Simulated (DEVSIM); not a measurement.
System: abrupt GaAs p-n junction, at 250 K.

```
layer (left to right)  material  thickness (μm)  Nd (cm⁻³)  Na (cm⁻³)  τn (s)   τp (s)
---------------------  --------  --------------  ---------  ---------  ------  -------
1                          GaAs            6.20          -     3.6e17  1.1e-9   1.1e-9
2                          GaAs            73.0     1.4e16          -  1.1e-9  3.3e-11
```

Left contact: ohmic. Right contact: ohmic. Voltage is applied to the left contact. Recombination: SRH at mid-gap, radiative, Auger. Mobility is constant in doping.

This is a model device: material constants are rounded textbook-type values typed into the input, and sizes, dopings and lifetimes were drawn at random. Values at 300 K; Nc and Nv go as T^1.5, mobilities as T to minus their exponent, the gap by Varshni's rule with the affinity fixed.

```
parameter             GaAs
----------------  --------
gap (eV)             1.424
affinity (eV)         4.07
permittivity          12.9
Nc (cm⁻³)           4.7e17
Nv (cm⁻³)             9e18
μn (cm²/Vs)           8500
μp (cm²/Vs)            400
T exponent of μn       2.1
T exponent of μp       2.2
B (cm³/s)            2e-10
Cn (cm⁶/s)           1e-30
Cp (cm⁶/s)           1e-30
Varshni α (eV/K)  0.000541
Varshni β (K)          204
```

DEVSIM, 1D drift-diffusion, Boltzmann statistics, complete ionisation; no tunnelling, impact ionisation, image-force lowering or self-heating.

Question: Tabulate band edges, carrier densities and field at 1.05 V on the left contact.

Answer: Energies count from the Fermi level of the right contact; mesh points crowd at the junctions.

| x (μm) | Ec (eV) | Ev (eV) | n (cm⁻³) | p (cm⁻³) | field (V/cm) |
|---|---|---|---|---|---|
| 0.000 | 0.333 | -1.113 | < 1e2 | 3.6e17 | ≈ 0 |
| 0.04515 | 0.333 | -1.113 | 4.1e8 | 3.6e17 | ≈ 0 |
| 0.1746 | 0.333 | -1.113 | 1.6e9 | 3.6e17 | ≈ 0 |
| 0.5690 | 0.333 | -1.113 | 5.1e9 | 3.6e17 | ≈ 0 |
| 2.327 | 0.333 | -1.113 | 2.2e10 | 3.6e17 | ≈ 0 |
| 4.777 | 0.333 | -1.113 | 4.9e10 | 3.6e17 | ≈ 0 |
| 5.719 | 0.333 | -1.113 | 6.2e10 | 3.6e17 | ≈ 0 |
| 6.102 | 0.333 | -1.113 | 6.8e10 | 3.6e17 | ≈ 0 |
| 6.181 | 0.331 | -1.116 | 7.7e10 | 3.3e17 | -3300 |
| 6.214 | 0.261 | -1.185 | 2.0e12 | 1.3e16 | -27000 |
| 6.285 | 0.126 | -1.320 | 1.0e15 | 2.4e13 | -12000 |
| 6.629 | 0.070 | -1.377 | 1.4e16 | 4.3e11 | ≈ 0 |
| 7.484 | 0.070 | -1.377 | 1.4e16 | 6.7e9 | ≈ 0 |
| 9.955 | 0.070 | -1.377 | 1.4e16 | 46000 | ≈ 0 |
| 21.93 | 0.070 | -1.376 | 1.4e16 | < 1e2 | ≈ 0 |
| 50.63 | 0.070 | -1.376 | 1.4e16 | < 1e2 | ≈ 0 |
| 69.32 | 0.070 | -1.376 | 1.4e16 | < 1e2 | ≈ 0 |
| 75.80 | 0.070 | -1.376 | 1.4e16 | < 1e2 | ≈ 0 |
| 78.40 | 0.070 | -1.376 | 1.4e16 | < 1e2 | ≈ 0 |
| 78.94 | 0.070 | -1.376 | 1.4e16 | < 1e2 | ≈ 0 |
| 79.12 | 0.070 | -1.376 | 1.4e16 | < 1e2 | ≈ 0 |
| 79.20 | 0.070 | -1.376 | 1.4e16 | < 1e2 | ≈ 0 |
